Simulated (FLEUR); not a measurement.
Equation of state of zinc-blende MgTe (space group 216): energy against volume (FLEUR, PBE)

```yaml
crystal:
  lattice:
    - [0.00000, 3.15292, 3.15292]
    - [3.15292, 0.00000, 3.15292]
    - [3.15292, 3.15292, 0.00000]
  atoms:
    - { symbol: Mg, position: [0.00000, 0.00000, 0.00000] }
    - { symbol: Te, position: [0.75000, 0.75000, 0.75000] }
```

Level of theory: PBE, all-electron FLAPW (FLEUR), scalar-relativistic valence in FLEUR. Settings: Kmax = 4.79 1/bohr; GmaxXC = 14.4 1/bohr; xcFunctional = pbe; jspins = 1; l_soc = F; mode = hist; fermiSmearingEnergy = 0.00036749 Htr; mesh (inpgen div1-3) = 9 9 9; inpgen gamma flag = false; Gmax = 14.4 1/bohr; numbands = 0; maxIterBroyd = 15; imix = Anderson; alpha = 0.05; precondParam = 0; minDistance = 1e-05 me/bohr^3. The cell above is the first row's. The rows scale it uniformly. In all rows fractional positions and the k mesh are held. E is the free energy at the stated smearing, counted from the lowest row.

```csv
V (Å^3/atom),E (meV/atom)
31.343,35.90
32.024,21.20
32.706,10.64
33.387,3.83
34.068,0.40
34.750,0.00
35.431,2.35
36.113,7.19
36.794,?
```

Q: Using the third-order Birch-Murnaghan form, a cubic in V^(-2/3), estimate the missing E at V = 36.794 from the other rows, showing the fit.

A: With u = V^(-2/3) - 0.0959, the rows have u = 0.0046942, 0.0032630, 0.0018796, 0.0005454, -0.0007441, -0.0019933, -0.0032004, -0.0043712. Least squares gives E = 2.003 + 2848.7·u + 927118·u² + 915486·u³. Residuals (row less fit): 0.000, -0.001, 0.001, -0.003, 0.004, -0.001, -0.002, 0.001; standard error 0.003 (degrees of freedom: 4). Its minimum lies at u = -0.0015398, so V0 = (0.0943602)^(-3/2) = 34.50. There d²E/du² = 1846000 and d³E/du³ = 5493000, so B0 = (4/9) × 34.50^(-7/3) × 1846000 × 0.160218 = 33.9 GPa (the last factor turns the table's units into GPa), and B0' = 4 + (2/3) × 0.0943602 × (5493000)/1846000 = 4.2. At the withheld row, u = -0.0055041, so E = 2.003 + 2848.7 × (-0.0055041) + 927118 × (-0.0055041)² + 915486 × (-0.0055041)³ = 14.258 meV/atom. The calculation gives 14.28 meV/atom, 0.022 meV/atom above the prediction (0.1 % of the range of E in the table). The row lies outside the fitted rows, so this is an extrapolation. From the scatter of the fitted rows alone, a prediction at this place has a standard error of 0.007 meV/atom, so the miss is 3.3 times that.

Carrying the step between the two nearest rows on in a straight line would have given 12.02, off by 2.26; series whose last step already gives the withheld value aren't shown. The scan was laid around a cell of about the measured size, scaled by a guess for this functional. This is a metastable polymorph. The runs keep the symmetry of the cell, so they don't test it for distortions. Values depend on the basis (sphere radii, cutoffs, local orbitals), which need not be converged. Spin-orbit coupling is off. Cutoffs and mesh are single choices, not tested for convergence of this quantity. Series with a scatter that would blur these digits, or in which a gap closes, are not shown. Nor are scans whose minimum lies at an end fitted in this form.

Terms beyond the fitted order, or numerical noise in single rows, can give a miss of this size; the table doesn't tell which.
